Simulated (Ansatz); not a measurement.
The parent structure is Nb in the bcc (W type) structure (space group Im-3m, No. 229; a = 3.273 Å; relaxed with 0.1 eV smearing).

Level of theory: plane-wave PAW DFT at the PBEsol level (Ansatz, a first-principles code, 420 eV), no spin-orbit coupling.

Strains are applied to the cell and any free atomic positions relax.

One change was made to it. Results:

```tsv
quantity	base	after
energy relative to the base (free energy F)	0 meV/atom	+87 meV/atom
pressure	0.0 GPa	19.5 GPa
```

Problem. Name the change that was made.
A) isotropic strain −2.00 %
B) isotropic strain +3.00 %
C) isotropic strain −3.00 %
D) isotropic strain +2.50 %

Solution. C, isotropic strain −3.00 %. For comparison, the energy relative to the base in the other runs: isotropic strain −2.00 % gives +38 meV/atom; isotropic strain +2.50 % gives +52 meV/atom; isotropic strain +3.00 % gives +74 meV/atom.

Stability against distortions was not tested. The final runs are not spin-polarised.
